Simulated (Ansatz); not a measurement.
System: cubic perovskite CsPbCl3 (cubic high-temperature phase). Method: r²SCAN (plane waves, PAW; Ansatz, a program for electronic structure).

Numerical settings: plane-wave cutoff 600 eV, 4×4×4 k mesh, scalar-relativistic PAW data made under PBE.

Computed at the level's own relaxed cell.

```
CELL_PARAMETERS angstrom
      5.67801     0.00000     0.00000
      0.00000     5.67801     0.00000
      0.00000     0.00000     5.67801
ATOMIC_POSITIONS crystal
  Cs 0.00000 0.00000 0.00000
  Pb 0.50000 0.50000 0.50000
  Cl 0.50000 0.00000 0.50000
  Cl 0.00000 0.50000 0.50000
  Cl 0.50000 0.50000 0.00000
```

Give the elastic tensor (Voigt notation, GPa, ions relaxed, in the Cartesian axes of the cell as printed).


```
   57.9     8.4     8.4     0.0     0.0     0.0
    8.4    57.9     8.4     0.0     0.0     0.0
    8.4     8.4    57.9     0.0     0.0     0.0
    0.0     0.0     0.0     5.4     0.0     0.0
    0.0     0.0     0.0     0.0     5.4     0.0
    0.0     0.0     0.0     0.0     0.0     5.4
```

Note: the relaxation could not lower the start's symmetry, so the cell can be a saddle point above a distorted one.

Spin–orbit coupling is not included; it can shift volumes and moduli of such heavy elements.

The computed numbers hold no vibrational or temperature effects.
